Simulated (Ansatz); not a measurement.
The reference is PbS in the rock salt structure (space group Fm-3m, No. 225; a = 5.9747 Å). Axes: x, y, z lie along the cube axes.

The values are results of r2SCAN, PAW, 500 eV (Ansatz, an electronic-structure program; scalar-relativistic without spin-orbit coupling), not measurements.

For the base:

```
Item          Value
--------  ---------
Band gap    0.69 eV
Pressure  -0.01 GPa
```

Perturbation: uniaxial strain ε_zz = +2.00 %, all other strain components held at zero, atoms relaxed at fixed cell.

Problem. Predict the new energy relative to the base.

Solution. The energy rises by 4.2 meV/atom.

Problem. Estimate the effect on the band gap.

Solution. The band gap rises by 0.06 eV to 0.75 eV.

Problem. What does the calculation give for the pressure after the change?

Solution. The pressure (mean of the normal stresses, compression positive) decreases by 1.04 GPa, from -0.01 GPa to -1.05 GPa.

Spin-orbit coupling, missing from the scalar runs, can matter with Pb. Whether these cells are dynamically stable was not tested.
